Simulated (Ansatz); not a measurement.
**Competing hops of F-vacancy pair in monoclinic HfO2, charge state +3**

System: F-vacancy pair (F on one host O site, one O site vacant) in monoclinic HfO2 (charge state +3). Method: PBE, PAW (plane waves to 420 eV; Ansatz, a quantum-chemistry and plane-wave program).

Cell of 96 host sites held at the relaxed PBE lattice; the Γ point alone; Fermi-Dirac width 0.01 eV, spin-restricted; finite-size errors left in. Energies are static. Spin-orbit coupling is left out. The charge state is imposed; whether it is stable for some Fermi level was not computed. Forms of the defect that were not tried may lie lower.

Barriers: single points on a 2×2×2 k-point mesh shifted by half a step at the bands' geometries.

| Route | Start site over the lowest site run (eV) | Hop (Å) | Forward barrier (eV) | Backward barrier (eV) | Neighbours at the start | Neighbours at the saddle | Saddle order | Forward, on the band's own sampling (eV) |
|---|---|---|---|---|---|---|---|---|
| the F atom itself jumps into the vacancy (F-vacancy distance between ideal sites 2.55 Å throughout) | 0.69 | 1.77 | 0.06 | 0.12 | Hf at 2.16, Hf at 2.19, Hf at 2.50; O at 2.69, O at 2.72, O at 2.73 Å | Hf at 2.07, Hf at 2.08; O at 2.55 Å | not checked | 0.06 |
| one O atom jumps into the vacancy from a nearby O site (F-vacancy distance between ideal sites 2.55 → 3.57 Å) | 0.69 | 1.80 | 0.19 | 0.47 | Hf at 2.07, Hf at 2.16, Hf at 2.31, Hf at 2.67; O at 2.54 Å | Hf at 1.99, Hf at 2.03 Å | not checked | 0.18 |
| one O atom jumps into the vacancy from a nearby O site (F-vacancy distance between ideal sites 2.58 → 4.05 Å) | 0.00 | 2.01 | 0.90 | 0.09 | Hf at 2.05, Hf at 2.18, Hf at 2.35, Hf at 2.41; O at 2.58, O at 2.67 Å | Hf at 1.98, Hf at 2.00 Å | not checked | 0.88 |

Paths come from nudged elastic bands with a climbing image. Of the routes that converged and passed our checks, the lowest saddle point lies 0.74 eV above the lowest of the sites run (the F atom itself jumps into the vacancy (F-vacancy distance between ideal sites 2.55 Å throughout)); other sites, such as split forms, and other routes may lie lower.
